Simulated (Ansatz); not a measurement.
# What biaxial strain +1.62 %, plane normal [001], relaxed out of plane does to Ta2N

Take Ta2N in the anti-CdI2 type structure (space group P-3m1, No. 164; a = 3.051 Å, c = 4.800 Å; relaxed with 0.1 eV smearing) as the base. Axes: x lies along a and z along c of the hexagonal cell.

One thing is altered: tensile biaxial strain of 1.62 % in the plane normal to [001], as in epitaxy on a mismatched substrate; the out-of-plane cell vector and the atoms relax.

Level of theory: Kohn–Sham DFT with the PBEsol-D3(BJ) functional, run in Ansatz (an electronic-structure program) with PAW and 420 eV plane waves, no SOC. k-mesh 22×22×12 (Γ-centred); smearing 0.1 eV (Fermi–Dirac).

| quantity | base | changed | shift |
|---|---|---|---|
| volume per atom | 12.89 Å³ | 13.11 Å³ | +0.212 Å³ |
| space group | P-3m1 (No. 164) | P-3m1 (No. 164) | – |
| pressure (mean of the normal stresses, compression positive) | 0.0 GPa | -4.2 GPa | -4.2 GPa |
| band gap | zero | zero | – |
| out-of-plane strain | – | -1.57 % | – |
| mean in-plane stress (compression positive) | – | -6.3 GPa | – |

Cost of the whole job for the changed cell (relaxation, final SCF and bands): very roughly 2.6 core-minutes.

Stability against distortions was not tested. The final runs are not spin-polarised. An odd electron count without spin: Ta2N.
